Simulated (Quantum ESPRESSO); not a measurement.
A dielectric-response calculation of TiO2 (I4_1/amd, 6 atoms in the cell) with Quantum ESPRESSO.

Method: LDA (PZ), GBRV 1.5 ultrasoft (LDA) pseudopotentials (plane waves; Quantum ESPRESSO 7.5).

```
TiO2
1.0
    1.88304    -1.88304     4.73123
    1.88304     1.88304     4.73123
   -1.88304    -1.88304     4.73123
Ti O
2 4
Direct
  0.50000   0.25000   0.75000
  0.00000   0.00000   0.00000
  0.50000   0.04200   0.54200
  0.00000   0.79200   0.79200
  0.00000   0.20800   0.20800
  0.50000   0.45800   0.95800
```

Reference input (self-consistent single point, DFT, LDA (PZ), plane waves, GBRV 1.5 ultrasoft (LDA) pseudopotentials): ecutwfc = 50 Ry; ecutrho = 400 Ry; occupations = smearing; smearing = fd; degauss = 0.00147 Ry; potentials = {Ti: ti_lda_v1.4.uspp.F.UPF, O: o_lda_v1.2.uspp.F.UPF}; K_POINTS = automatic 4 4 4 0 0 0; conv_thr = 1e-10 Ry. This run's input differs from it in these lines:

```diff
@@ -14,7 +14,6 @@
    ntyp = 2,
-   ecutwfc = 50,
-   ecutrho = 400,
-   occupations = 'smearing',
-   smearing = 'fd',
-   degauss = 0.00147,
+   ecutwfc = 40,
+   ecutrho = 320,
+   occupations = 'fixed',
+   nbnd = 32,
 /
```

Step 2 (ph.x):

```fortran
phonons at the zone centre
&inputph
   prefix = 'TiO2',
   outdir = './out',
   tr2_ph = 1.0d-14,
   trans = .false.,
   epsil = .true.,
   zeu = .true.,
/
0.0 0.0 0.0
```

Log, with long lists cut:

Output of step 1:

```
     Self-consistent Calculation

     iteration #  1     ecut=    40.00 Ry     beta= 0.70

     negative rho (up, down):  2.522E-03 0.000E+00

     total energy              =    -367.79092003 Ry
     estimated scf accuracy    <       1.12790293 Ry

     iteration #  2     ecut=    40.00 Ry     beta= 0.70

     negative rho (up, down):  1.086E-03 0.000E+00

     total energy              =    -365.13187919 Ry
     estimated scf accuracy    <      22.99930023 Ry

     iteration #  3     ecut=    40.00 Ry     beta= 0.70

     negative rho (up, down):  1.197E-03 0.000E+00

     total energy              =    -368.45629071 Ry
     estimated scf accuracy    <       0.31403358 Ry

   [... 9 blocks of this kind left out ...]

     iteration # 13     ecut=    40.00 Ry     beta= 0.70

     negative rho (up, down):  1.588E-03 0.000E+00

     total energy              =    -368.43112756 Ry
     estimated scf accuracy    <          1.0E-09 Ry

     iteration # 14     ecut=    40.00 Ry     beta= 0.70

     negative rho (up, down):  1.588E-03 0.000E+00
     End of self-consistent calculation

     highest occupied, lowest unoccupied level (ev):     7.1114    9.2075

!    total energy              =    -368.43112756 Ry
     estimated scf accuracy    <          6.3E-11 Ry

     convergence has been achieved in  14 iterations

     negative rho (up, down):  1.588E-03 0.000E+00

     Forces acting on atoms (cartesian axes, Ry/au):

     atom    1 type  1   force =     0.00000000    0.00000000   -0.00000000
     atom    2 type  1   force =     0.00000000    0.00000000    0.00000000
     atom    3 type  2   force =     0.00000000    0.00000000   -0.00088707
     atom    4 type  2   force =     0.00000000   -0.00000000   -0.00088707
     atom    5 type  2   force =     0.00000000    0.00000000    0.00088707
     atom    6 type  2   force =    -0.00000000   -0.00000000    0.00088707

     Total force =     0.001774     Total SCF correction =     0.000003

     negative rho (up, down):  1.588E-03 0.000E+00
          total   stress  (Ry/bohr**3)                   (kbar)     P=      -25.69
  -0.00020710   0.00000000  -0.00000000          -30.46        0.00       -0.00
   0.00000000  -0.00020710   0.00000000            0.00      -30.46        0.00
  -0.00000000   0.00000000  -0.00010966           -0.00        0.00      -16.13

   JOB DONE.
```

Output of step 2:

```
     Reading xml data from directory:

     ./out/TiO2.save/

     G-vector sticks info
     --------------------
     sticks:   dense  smooth     PW     G-vecs:    dense   smooth      PW
     Sum        1747     873    287                43771    15503    3017

     negative rho (up, down):  1.588E-03 0.000E+00
     Reading collected, re-writing distributed wavefunctions in ./out/

     Number and degeneracy of irreps per q-point
       N         xq(1)         xq(2)         xq(3)   N irreps
       1   0.000000000   0.000000000   0.000000000      12
        1   1   1   2   2   2   1   1   1   2   2   2

     Calculation of q =    0.0000000   0.0000000   0.0000000

     phonons at the zone centre

     bravais-lattice index     =            7
     lattice parameter (alat)  =       7.1169  a.u.
     unit-cell volume          =     452.8437 (a.u.)^3
     number of atoms/cell      =            6
     number of atomic types    =            2
     kinetic-energy cut-off    =      40.0000  Ry
     charge density cut-off    =     320.0000  Ry
     convergence threshold     =      1.0E-14
     beta                      =       0.7000
   [... lines left out ...]
     Born effective charges as d Force / d E

     Atomic displacements:
     There are   12 irreducible representations

     Representation     1      1 modes -  To be done

     Representation     2      1 modes -  To be done

     Representation     3      1 modes -  To be done

     Representation     4      2 modes -  To be done

     Representation     5      2 modes -  To be done

     Representation     6      2 modes -  To be done

     Representation     7      1 modes -  To be done

     Representation     8      1 modes -  To be done

     Representation     9      1 modes -  To be done

     Representation    10      2 modes -  To be done

     Representation    11      2 modes -  To be done

     Representation    12      2 modes -  To be done
     Electric Fields Calculation

      iter #   1   av.it.:   8.8
      thresh= 1.000E-02 alpha_mix =  0.700 |ddv_scf|^2 =  1.458E-07

      iter #   2   av.it.:  16.0
      thresh= 3.818E-05 alpha_mix =  0.700 |ddv_scf|^2 =  4.564E-07

   [... 5 blocks of this kind left out ...]

      iter #   8   av.it.:  15.0
      thresh= 1.108E-08 alpha_mix =  0.700 |ddv_scf|^2 =  2.011E-16

     End of electric fields calculation
          Dielectric constant in cartesian axis

          (       7.153779453      -0.000000000       0.000000000 )
          (      -0.000000000       7.153779453       0.000000000 )
          (      -0.000000000       0.000000000       6.330321300 )

          Effective charges (d Force / dE) in cartesian axis without acoustic sum rule applied (asr)

           atom    1  Ti    Mean Z*:        6.37001
      Ex  (        6.66081       -0.00000        0.00000 )
      Ey  (        0.00000        6.66081        0.00000 )
      Ez  (        0.00000        0.00000        5.78840 )
           atom    2  Ti    Mean Z*:        6.37001
      Ex  (        6.66081        0.00000       -0.00000 )
      Ey  (        0.00000        6.66081        0.00000 )
      Ez  (       -0.00000        0.00000        5.78840 )
           atom    3  O     Mean Z*:       -3.19871
      Ex  (       -5.54798        0.00000        0.00000 )
      Ey  (        0.00000       -1.15702       -0.00000 )
      Ez  (        0.00000       -0.00000       -2.89114 )
           atom    4  O     Mean Z*:       -3.19871
      Ex  (       -1.15702       -0.00000        0.00000 )
      Ey  (        0.00000       -5.54798       -0.00000 )
      Ez  (        0.00000       -0.00000       -2.89114 )
   [... lines left out ...]
      E*x (       -5.53325       -0.00000        0.00000 )
      E*y (        0.00000       -1.14229       -0.00000 )
      E*z (        0.00000       -0.00000       -2.89318 )
           atom    4  O     Mean Z*:       -3.18957
      E*x (       -1.14229       -0.00000        0.00000 )
      E*y (        0.00000       -5.53325       -0.00000 )
      E*z (        0.00000       -0.00000       -2.89318 )
           atom    5  O     Mean Z*:       -3.18957
      E*x (       -5.53325        0.00000        0.00000 )
      E*y (       -0.00000       -1.14229       -0.00000 )
      E*z (       -0.00000       -0.00000       -2.89318 )
           atom    6  O     Mean Z*:       -3.18957
      E*x (       -1.14229        0.00000       -0.00000 )
      E*y (       -0.00000       -5.53325        0.00000 )
      E*z (       -0.00000        0.00000       -2.89318 )
   JOB DONE.
```

The run converged in 14 iterations. 

Summary of the result:
* **Free energy E − TS**: -5012.7609 eV
* **Top of the valence band (on the code's own zero)**: 7.11 eV
* **Gap on the k-point mesh**: 2.10 eV
* **Pressure**: -2.57 GPa
* **Largest force (vector length)**: 0.023 eV/Å
* **ε∞ at this k-point mesh, which may be far from converged in small-gap cells (xx, yy, zz)**: 7.15, 7.15, 6.33
* **Born charges at this mesh (mean of the diagonal, e)**: Ti 6.38, Ti 6.38, O -3.19, O -3.19, O -3.19, O -3.19

The starting cell has typed, rounded lattice constants, without a prior relaxation at this level. Its lattice was rescaled by up to half a per cent.
